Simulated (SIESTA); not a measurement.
Band structure of MgCd₃ (Imm2, 4 atoms in the cell).

```yaml
crystal:
  lattice:
    - [-1.59338, 5.08691, 2.65903]
    - [1.59338, -5.08691, 2.65903]
    - [1.59338, 5.08691, -2.65903]
  atoms:
    - { symbol: Mg, position: [0.66564, 0.66564, 0.00000] }
    - { symbol: Cd, position: [0.16875, 0.66875, 0.50000] }
    - { symbol: Cd, position: [0.74811, 0.99947, 0.74864] }
    - { symbol: Cd, position: [0.25083, 0.99947, 0.25136] }
```

Level of theory: SIESTA with GGA PBEsol, numerical atomic orbitals DZP, PseudoDojo PBEsol standard norm-conserving potentials (rewritten from UPF to PSML).

Settings: XC.functional = GGA; XC.authors = PBEsol; potentials = PseudoDojo PBEsol standard; PAO.BasisSize = DZP; PAO.EnergyShift = 0.01 Ry; MeshCutoff = 350 Ry; kgrid.MonkhorstPack = 7 7 7; OccupationFunction = FD; ElectronicTemperature = 50 meV; MaxSCFIterations = 150; SCF.Mixer.Method = Pulay; SCF.Mixer.Weight = 0.1; SCF.Mixer.History = 6; SCF.DM.Tolerance = 1.0E-05.

The starting cell comes from a database of computed structures (which also holds hypothetical and non-ambient phases and stackings), without a prior relaxation at this level. Its lattice was rescaled by a random factor within 2.5 % of one. Values carry the incompleteness of an atom-centred basis.

Levels in eV from the Fermi level, bands 32 to 37:
```json
[
 {"point": "Γ", "32": "-8.16", "33": "-2.40", "34": "-1.67", "35": "-1.63", "36": "-1.36", "37": "-0.31"},
 {"point": "X", "32": "-3.69", "33": "-3.48", "34": "-3.24", "35": "0.61", "36": "1.14", "37": "2.85"},
 {"point": "L", "32": "-2.96", "33": "-2.95", "34": "-2.64", "35": "-2.34", "36": "0.62", "37": "0.89"},
 {"point": "T", "32": "-2.95", "33": "-2.75", "34": "-1.86", "35": "-1.77", "36": "-0.77", "37": "-0.17"},
 {"point": "W", "32": "-2.76", "33": "-2.50", "34": "-2.43", "35": "-2.24", "36": "0.51", "37": "0.62"},
 {"point": "R", "32": "-3.91", "33": "-3.91", "34": "-0.82", "35": "-0.54", "36": "1.41", "37": "2.15"},
 {"point": "X1", "32": "-3.69", "33": "-3.48", "34": "-3.24", "35": "0.61", "36": "1.14", "37": "2.85"},
 {"point": "Z", "32": "-7.19", "33": "-6.85", "34": "-2.63", "35": "-2.32", "36": "3.29", "37": "3.35"},
 {"point": "Y", "32": "-6.39", "33": "-6.36", "34": "-5.71", "35": "0.46", "36": "0.51", "37": "2.81"},
 {"point": "S", "32": "-6.89", "33": "-6.63", "34": "-3.29", "35": "-3.25", "36": "2.99", "37": "3.54"},
 {"point": "L1", "32": "-2.96", "33": "-2.95", "34": "-2.64", "35": "-2.34", "36": "0.62", "37": "0.89"},
 {"point": "Y1", "32": "-6.39", "33": "-6.36", "34": "-5.71", "35": "0.46", "36": "0.51", "37": "2.81"}
]
```

Bands cross the Fermi level along this path, so the cell is metallic at this level.

Higher empty bands are left out: an atom-centred basis made for the valence describes them poorly.
